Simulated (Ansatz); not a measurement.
**What pressure −1 GPa does to MoSi2**

The parent structure is MoSi2 (space group I4/mmm, No. 139; a = 3.202 Å, c = 7.819 Å).

Modification: hydrostatic tension (pressure −1 GPa).

The values are results of r2SCAN, PAW, 500 eV (Ansatz, a program for electronic structure; spin-orbit coupling left out), not measurements. Settings: 14×14×14 k-points, 0.05 eV Fermi–Dirac smearing.

```json
[
 {"quantity": "volume per atom", "base": "13.36 Å³", "changed": "13.42 Å³", "shift": "+0.06 Å³"},
 {"quantity": "density", "base": "6.30 g/cm³", "changed": "6.27 g/cm³", "shift": "-0.03 g/cm³"},
 {"quantity": "lattice parameter a", "base": "6.050 bohr", "changed": "6.060 bohr", "shift": "+0.010 bohr"},
 {"quantity": "c/a ratio", "base": "2.442", "changed": "2.441", "shift": "-0.001"},
 {"quantity": "shortest interatomic distance", "base": "4.867 bohr", "changed": "4.872 bohr", "shift": "+0.005 bohr"},
 {"quantity": "enthalpy H = E + PV relative to the base's energy", "base": "–", "changed": "-0.08 eV/atom", "shift": "–"},
 {"quantity": "band gap", "base": "zero", "changed": "zero", "shift": "–"}
]
```

A case with no gap was solved on a k-mesh chosen for an insulator, which is coarse for it. Load acts through the strain it causes; cell and atoms are relaxed under it. Whether these cells are dynamically stable was not tested. All final runs are without spin polarisation.
